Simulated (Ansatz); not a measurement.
Base system: AlRu in the CsCl type structure (space group Pm-3m, No. 221; a = 2.983 Å; relaxed with 0.1 eV smearing). Axes: x, y, z lie along the cube axes.

Computed with r2SCAN, PAW, 500 eV (Ansatz, a program for electronic structure; no SOC).

One thing is altered: uniaxial strain ε_xx = +2.12 %, all other strain components held at zero; the atoms relax in the strained cell.

Problem. Predict the stress tensor and what it implies for the stiffness.

Solution. Stress of the strained cell less that of the base (GPa, compression positive):
```
   -6.8     0.0     0.0
    0.0    -3.1     0.0
    0.0     0.0    -3.1
```

Then −Δσ_ii/ε with ε = 0.0212 gives secant stiffness values (nonlinear terms included at this strain): C11 ≈ 322 GPa, C12 ≈ 148 GPa and C13 ≈ 148 GPa.

As a check, the harmonic strain energy −½ V₀ Δσ:ε is 6.0 meV/atom; the computed energy rise is 6.1 meV/atom.

Stability against distortions was not tested. The final runs are not spin-polarised.
